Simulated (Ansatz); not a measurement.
Results of HSE06 (Ansatz, a program for electronic structure, plane waves, PAW) for MgIn2O4 (Imma, No. 74, 14 atoms in the cell; start mp-676338).

Run with plane-wave cutoff 460 eV, 4×4×4 k mesh, Fermi–Dirac smearing 0.01 eV, scalar-relativistic PAW data made under PBE.

Cell (relaxed with PBEsol):

```cif
data_In8Mg4O16
_chemical_formula_sum 'Mg4 In8 O16'
_space_group_name_H-M_alt 'Imma'
_space_group_IT_number 74
_space_group_name_Hall '-I 2b 2'
_cell_length_a 6.23945
_cell_length_b 6.35981
_cell_length_c 8.85118
_cell_angle_alpha 90.000
_cell_angle_beta 90.000
_cell_angle_gamma 90.000
loop_
_atom_site_label
_atom_site_type_symbol
_atom_site_symmetry_multiplicity
_atom_site_Wyckoff_symbol
_atom_site_fract_x
_atom_site_fract_y
_atom_site_fract_z
_atom_site_occupancy
Mg1 Mg 4 c 0.25000 0.25000 0.25000 1
In1 In 4 e 0.00000 0.75000 0.13171 1
In2 In 4 b 0.00000 0.00000 0.50000 1
O1 O 8 h 0.00000 0.02466 0.25722 1
O2 O 8 i 0.26379 0.25000 0.01190 1
```
(The calculation used a cell of 14 atoms; values per cell refer to that cell.)

Estimate the band gap that the calculation returns.


- band gap = 2.97 eV (on the SCF k mesh)

Note: cell and atoms aren't relaxed at this level (pressure -0.9 GPa).

Spin–orbit coupling is not included.

Static lattice: no zero-point or thermal effects.

It cost about 3 core-minutes (a rough figure) of CPU time.

A start named mp-… is a Materials Project structure, which need not be a measured phase.
